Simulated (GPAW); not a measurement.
Worked example: self-consistent single point of VBiO4 (I4_1/a, 12 atoms in the cell) in GPAW.

Level of theory: PBE+U, LCAO dzp, GPAW PAW datasets PBE (gpaw-data 1.0.1) run with GPAW.

```xyz
12
Lattice="-2.5611 2.5611 5.7961 2.5611 -2.5611 5.7961 2.5611 2.5611 -5.7961" Properties=species:S:1:pos:R:3 pbc="T T T"
V      0.0000     0.0000     5.7961
V      2.5611     0.0000     2.8980
Bi     0.0000     0.0000     0.0000
Bi     0.0000     2.5611     2.8980
O      3.2834     1.2804    -0.9173
O      3.8417     0.7224     1.9807
O     -0.7224     1.2806     4.8788
O      1.2804    -0.7224     1.9807
O      1.8387     1.2806     3.8153
O      1.2804     1.8387     0.9173
O      3.2834    -1.2806     3.8153
O      1.2806     0.7224     6.7134
```

Reference input (self-consistent single point, DFT PBE, LCAO dzp, GPAW PAW datasets PBE (gpaw-data 1.0.1)): mode = lcao; h = 0.2 Å; basis = dzp; xc = PBE; kpts = 4 4 4; mesh shift (steps) = 0 0 0; occupations.name = fermi-dirac; occupations.width = 0 eV; convergence.forces = 0.001 eV/Å; symmetry.symmorphic = false; symmetry.tolerance = 0.0005; maxiter = 100. This run's input differs from it in these lines:

```diff
@@ -25,2 +25,3 @@
             xc='PBE',
+            setups={'V': ':d,6.0'},
             kpts={'size': (4, 4, 4), 'gamma': True},
```

Output, abridged:

```
     iter     time        total  log10-change:
                         energy   eigst   dens  force
iter:   1 --:--:--   -73.635740        c
iter:   2 --:--:--   -69.599566        c -1.03
iter:   3 --:--:--   -63.519128        c -1.10
iter:   4 --:--:--   -65.439541        c -1.41
iter:   5 --:--:--   -67.153178        c -1.26
iter:   6 --:--:--   -64.701833        c -1.40
iter:   7 --:--:--   -62.413256        c -1.47
iter:   8 --:--:--   -62.427011        c -2.45
iter:   9 --:--:--   -62.443193c       c -2.35
iter:  10 --:--:--   -62.441714c       c -2.89
iter:  11 --:--:--   -62.442666c       c -3.07
   [... lines left out ...]
iter:  18 --:--:--   -62.447201c       c -3.54
iter:  19 --:--:--   -62.447185c       c -3.72
iter:  20 --:--:--   -62.447188c       c -4.10c
iter:  21 --:--:--   -62.447208c       c -4.12c -2.31
iter:  22 --:--:--   -62.447210c       c -4.33c -2.99
iter:  23 --:--:--   -62.447216c       c -4.35c -2.76
iter:  24 --:--:--   -62.447226c       c -4.40c -2.56
iter:  25 --:--:--   -62.447232c       c -4.45c -2.79
iter:  26 --:--:--   -62.447234c       c -4.47c -2.91
iter:  27 --:--:--   -62.447234c       c -4.52c -2.92
iter:  28 --:--:--   -62.447238c       c -4.57c -2.30
iter:  29 --:--:--   -62.447239c       c -4.81c -4.18c
Converged after 29 iterations.

Dipole moment: (9.249535, -9.126326, -3.655244) |e|*Ang

Energy contributions relative to reference atoms: (reference = -1237664.575439)

Kinetic:       +100.508770
Potential:     -110.039051
External:        +0.000000
XC:             -63.335095
Entropy (-ST):   +0.000000
Local:          +10.418136
SIC:             +0.000000
--------------------------
Free energy:    -62.447239
Extrapolated:   -62.447239

Showing only first 2 kpts
 Kpt  Band  Eigenvalues  Occupancy
  0    50      4.73880    2.00000
  0    51      4.95119    2.00000
  0    52      8.30374    0.00000
  0    53      8.52138    0.00000

  1    50      4.83363    2.00000
  1    51      5.39576    2.00000
  1    52      8.27186    0.00000
  1    53      8.56940    0.00000

Fermi level: 6.77973

Gap: 2.768 eV
Transition (v -> c):
   [... lines left out ...]
Direct gap: 2.782 eV
   [... lines left out ...]
  1 V     0.00000    0.00000    0.00000
  2 Bi    0.00000    0.00000    0.00000
  3 Bi    0.00000    0.00000    0.00000
  4 O     0.45176   -0.92144   -0.78608
  5 O     0.92144    0.45176   -0.78608
  6 O    -0.45176    0.92144   -0.78608
  7 O    -0.92144   -0.45176   -0.78608
  8 O    -0.45176    0.92144    0.78608
  9 O    -0.92144   -0.45176    0.78608
 10 O     0.45176   -0.92144    0.78608
 11 O     0.92144    0.45176    0.78608
```

The run converged in 29 iterations. Against the reference run the largest force goes from 0.753 to 1.293 eV/Å and the gap on the mesh goes from 2.111 to 2.768 eV.

The starting cell comes from a database of computed structures (which also holds hypothetical and non-ambient phases and stackings), without a prior relaxation at this level. Spin-orbit coupling is off. Spin polarisation is off. The U value is a test value, and with U on an open shell several self-consistent states can exist. Values carry the incompleteness of an atom-centred basis. Forces in this geometry exceed 1 eV/Å.

Cost on one core of a shared machine: roughly 9 min.
